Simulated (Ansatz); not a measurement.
Defect migration in silicon strained by -1.5 % along x and y, z held: interstitial Li, charge state +1. All values below come from PBE, PAW (plane waves to 420 eV; Ansatz, a first-principles code).

Settings: 64 host sites, the strained lattice (strain from the relaxed PBE one, atoms relaxed), a 2×2×2 k-point mesh shifted by half a step, smearing 0.01 eV, spin-restricted, no image-charge correction. No zero-point or tunnelling terms. The charge state is imposed; whether it is stable for some Fermi level was not computed. Sites that were not tried may lie lower.

The step: one Li atom jumps by itself; the atom moves 2.34 Å along (0.25, -0.25, -0.25) of the unit cell; the moving atom starts with neighbours 4 Si at 2.43, 4 Si at 2.71, 2 Si at 2.74 Å and ends with 4 Si at 2.43, 4 Si at 2.71, 2 Si at 2.74 Å. On the band's own sampling the forward barrier is 0.64 eV. Harmonic modes of the moving Li atom alone, all others held, come from finite differences of 0.015 Å. The saddle point's order was not checked, and it lies on a symmetry element of the cell, where a band can be held.

### Question
Give the atom's modes at both geometries.

### Answer
start 11.7, 12.1, 12.1 THz; saddle point 8.1i, 18.1 and 18.4 THz.

### Question
What attempt frequency and zero-point change of the barrier follow from these modes alone, and what classical rate at 300 K?

### Answer
ν = (11.7 × 12.1 × 12.1) / (18.1 × 18.4) ≈ 5.2 THz. The zero-point energy changes the barrier by h/2 × (36.4 − 35.9) THz = 0.001 eV. The classical rate is ν exp(−0.64/0.0259) ≈ 90 s⁻¹. One atom's modes give a rough prefactor, not that of the whole cell.
